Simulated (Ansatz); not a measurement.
Si (diamond structure), cut as (111) film, 8 layers, monochloride, Cl-ended; geometry relaxed with PBE. The relaxation kept the symmetry of its start, so a lower minimum of less symmetry isn't excluded. The in-plane lattice is held at the bulk value. With PBE run with Ansatz (a program for electronic structure) the gap on the k-mesh of the run is 0.88 eV. k-points: Γ-centred 8×8×1 mesh; occupations: Fermi-Dirac, 0.020 eV; spin polarisation not allowed. No spin-orbit coupling.

**Question.** What gap does HSE06 in Ansatz give on the same geometry and mesh?

**Answer.** 1.48 eV, wider by 0.60 eV.
